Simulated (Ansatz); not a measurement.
The starting structures come from a database of crystals and need not be the phases stable at ambient conditions.

By PBEsol, the system below comes out a metal.

Without scattering a metal conducts by its projected Fermi surface.

Input:

```
CELL_PARAMETERS angstrom
      3.42110     0.00000     0.00000
      0.00000     3.42110     0.00000
      0.00000     0.00000     3.42110
ATOMIC_POSITIONS crystal
  Sc 0.50000 0.50000 0.50000
  Ag 0.00000 0.00000 0.00000
```

The cell is taken as given; by PBEsol it stands under a pressure of -2.9 GPa.

The current flows along the normal of the first two printed cell vectors, the (001) plane of the conventional cell. No spin-orbit coupling; the value is a mean over 0.1 eV about the Fermi level.

Question: Predict the ballistic conductance per area from PBEsol in Ansatz (an electronic-structure program).

Answer: 0.69 × 10¹⁵ S/m² for both spins.
